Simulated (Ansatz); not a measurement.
Defect migration in 4H silicon carbide: interstitial Li, charge state +1. These are PBE, PAW (plane waves to 420 eV; Ansatz, a quantum-chemistry and plane-wave program) values and carry that method's errors.

Cell of 72 host sites held at the relaxed PBE lattice; the Γ point alone; Fermi-Dirac width 0.01 eV, spin-restricted; finite-size errors left in. Static, classical nuclei. The charge state is imposed; whether it is stable for some Fermi level was not computed. Sites that were not tried may lie lower.

Barriers: single points on a 2×2×2 k-point mesh shifted by half a step along c at the bands' geometries.

The step: one Li atom jumps by itself. Atoms about the jump, Cartesian Å from the middle of the jump, before and after:

```json
[
 {"atom": "Li1", "x0": "0.00", "y0": "0.00", "z0": "-1.20", "x1": "0.00", "y1": "0.00", "z1": "1.20"},
 {"atom": "C2", "x0": "-1.55", "y0": "-0.89", "z0": "-0.58", "x1": "-1.54", "y1": "-0.89", "z1": "-0.58"},
 {"atom": "C3", "x0": "1.55", "y0": "-0.89", "z0": "-0.58", "x1": "1.54", "y1": "-0.89", "z1": "-0.58"},
 {"atom": "C4", "x0": "0.00", "y0": "1.79", "z0": "-0.58", "x1": "0.00", "y1": "1.78", "z1": "-0.58"},
 {"atom": "Si5", "x0": "0.00", "y0": "-1.85", "z0": "0.10", "x1": "0.00", "y1": "-1.86", "z1": "-0.02"},
 {"atom": "Si6", "x0": "-1.60", "y0": "0.93", "z0": "0.10", "x1": "-1.61", "y1": "0.93", "z1": "-0.02"},
 {"atom": "Si7", "x0": "1.60", "y0": "0.93", "z0": "0.11", "x1": "1.61", "y1": "0.93", "z1": "-0.02"},
 {"atom": "C8", "x0": "0.00", "y0": "-1.79", "z0": "1.99", "x1": "0.00", "y1": "-1.78", "z1": "1.95"},
 {"atom": "C9", "x0": "-1.55", "y0": "0.90", "z0": "1.99", "x1": "-1.55", "y1": "0.89", "z1": "1.95"},
 {"atom": "C10", "x0": "1.55", "y0": "0.90", "z0": "1.99", "x1": "1.55", "y1": "0.89", "z1": "1.95"},
 {"atom": "Si11", "x0": "-1.60", "y0": "-0.92", "z0": "-2.53", "x1": "-1.55", "y1": "-0.89", "z1": "-2.49"},
 {"atom": "Si12", "x0": "0.00", "y0": "1.85", "z0": "-2.53", "x1": "0.00", "y1": "1.79", "z1": "-2.49"},
 {"atom": "Si13", "x0": "1.60", "y0": "-0.92", "z0": "-2.53", "x1": "1.55", "y1": "-0.89", "z1": "-2.49"},
 {"atom": "C14", "x0": "0.00", "y0": "0.00", "z0": "-3.11", "x1": "0.00", "y1": "0.00", "z1": "-3.11"},
 {"atom": "Si15", "x0": "-1.55", "y0": "-0.90", "z0": "2.60", "x1": "-1.59", "y1": "-0.92", "z1": "2.62"},
 {"atom": "Si16", "x0": "1.55", "y0": "-0.90", "z0": "2.60", "x1": "1.59", "y1": "-0.92", "z1": "2.62"},
 {"atom": "Si17", "x0": "0.00", "y0": "1.79", "z0": "2.60", "x1": "0.00", "y1": "1.84", "z1": "2.62"},
 {"atom": "Si18", "x0": "-3.10", "y0": "-1.79", "z0": "0.05", "x1": "-3.10", "y1": "-1.79", "z1": "0.05"},
 {"atom": "Si19", "x0": "3.10", "y0": "-1.79", "z0": "0.05", "x1": "3.10", "y1": "-1.79", "z1": "0.05"},
 {"atom": "Si20", "x0": "0.00", "y0": "3.58", "z0": "0.05", "x1": "0.00", "y1": "3.58", "z1": "0.05"},
 {"atom": "C21", "x0": "0.00", "y0": "-3.59", "z0": "-0.58", "x1": "0.00", "y1": "-3.60", "z1": "-0.61"},
 {"atom": "C22", "x0": "-3.11", "y0": "1.79", "z0": "-0.58", "x1": "-3.12", "y1": "1.80", "z1": "-0.61"},
 {"atom": "C23", "x0": "3.11", "y0": "1.79", "z0": "-0.58", "x1": "3.12", "y1": "1.80", "z1": "-0.61"}
]
```

Task: Where do these atoms stand at the saddle point, and how high is it?

Result: 
```tsv
atom	x	y	z
Li1	0.00	0.00	-0.07
C2	-1.56	-0.90	-0.57
C3	1.56	-0.90	-0.57
C4	0.00	1.80	-0.57
Si5	0.00	-1.97	0.07
Si6	-1.71	0.99	0.07
Si7	1.70	0.99	0.07
C8	0.00	-1.80	1.96
C9	-1.56	0.90	1.96
C10	1.56	0.90	1.96
Si11	-1.55	-0.89	-2.49
Si12	0.00	1.79	-2.49
Si13	1.55	-0.89	-2.49
C14	0.00	0.00	-3.09
Si15	-1.56	-0.90	2.58
Si16	1.56	-0.90	2.58
Si17	0.00	1.80	2.58
Si18	-3.11	-1.79	0.05
Si19	3.10	-1.79	0.05
Si20	0.00	3.59	0.05
C21	0.00	-3.63	-0.62
C22	-3.15	1.82	-0.62
C23	3.15	1.82	-0.62
```
It lies 1.96 eV above the start and 1.76 eV above the end. The saddle point's order was not checked, and it lies on a symmetry element of the cell, where a band can be held.
